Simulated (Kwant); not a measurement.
Device: GaAs/Al0.3Ga0.7As stack with 2 barriers. One parabolic valley. Leads of mass 0.067 mₑ with the band edge at 0; grid 0.1 nm; bias swept from 0.0096 to 0.36 V, dropping linearly over the stack. Emitter Fermi level 0.04 eV, 77 K, equal in the collector.

```tsv
layer	thickness (nm)	band offset (eV)	mass (mₑ)
1	2	0.24	0.092
2	7.9	0	0.067
3	2.6	0.24	0.092
```

The device is made up for the run: typed textbook-type constants, with dimensions and the other settings drawn at random.

Model: one-band effective-mass tight-binding model in one dimension, coherent, no space charge, current by the Tsu-Esaki formula (Kwant).

Sweep values stay those of the base run.

Base results: first peak current (A/cm²) 112000; J (A/cm²) at bias = 0.1788 V 12400; peak-to-valley ratio 15; J (A/cm²) at bias = 0.2633 V 110000.

Q: What follows from this one change: width of the first well 7.9 → 6.3 nm?

A: first peak current 112000 → 171000 A/cm²; J at bias = 0.1788 V 12400 → 11600 A/cm²; peak-to-valley ratio little changed (15); J at bias = 0.2633 V 110000 → 19500 A/cm².

Q: What follows from this one change: temperature 77 → 4 K?

A: first peak current little changed (111000 A/cm²); J at bias = 0.1788 V 12400 → 8350 A/cm²; peak-to-valley ratio 15 → 18; J at bias = 0.2633 V 110000 → 68200 A/cm².

Q: What follows from this one change: mass in the first barrier 0.092 → 0.055 mₑ?

A: first peak current 112000 → 147000 A/cm²; J at bias = 0.1788 V 12400 → 16900 A/cm²; peak-to-valley ratio 15 → 13; J at bias = 0.2633 V 110000 → 124000 A/cm².
